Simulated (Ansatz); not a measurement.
What biaxial strain +2.11 %, plane normal [001], relaxed out of plane does to MgTe

Take MgTe in the wurtzite structure (space group P6_3mc, No. 186; a = 4.608 Å, c = 7.501 Å) as the base. Axes: x lies along a and z along c of the hexagonal cell.

Now apply this change: tensile biaxial strain of 2.11 % in the plane normal to [001], as in epitaxy on a mismatched substrate; the out-of-plane cell vector and the atoms relax.

Calculations: Ansatz (a program for electronic structure) PBE, no spin-orbit coupling. Settings: 8×8×5 k-points, 0.05 eV Fermi–Dirac smearing.

```json
[
 {"quantity": "shortest interatomic distance", "base": "5.324 bohr", "changed": "5.345 bohr", "shift": "+0.021 bohr"},
 {"quantity": "pressure (mean of the normal stresses, compression positive)", "base": "0.00 GPa", "changed": "-0.80 GPa", "shift": "-0.794 GPa"},
 {"quantity": "band gap (an upper bound: an edge found on the path is not a true extremum; the base alone)", "base": "2.37 eV", "changed": "2.13 eV", "shift": "-0.24 eV"},
 {"quantity": "out-of-plane strain", "base": "–", "changed": "-1.77 %", "shift": "–"},
 {"quantity": "ratio −ε⊥/ε∥", "base": "–", "changed": "0.84", "shift": "–"},
 {"quantity": "mean in-plane stress (compression positive)", "base": "–", "changed": "-1.2 GPa", "shift": "–"}
]
```

Final structure (turned so that z lies along the plane normal):

```xyz
4
Lattice="4.7057 0.0000 0.0000 2.3529 4.0753 0.0000 0.0000 0.0000 7.3681" Properties=species:S:1:pos:R:3 pbc="T T T"
Mg     4.7057     2.7168     0.0335
Mg     2.3529     1.3584     3.7175
Te     4.7057     2.7168     4.5730
Te     2.3529     1.3584     0.8890
```

With Te present, leaving out spin-orbit coupling can change the band edges. No phonon test of stability was made.
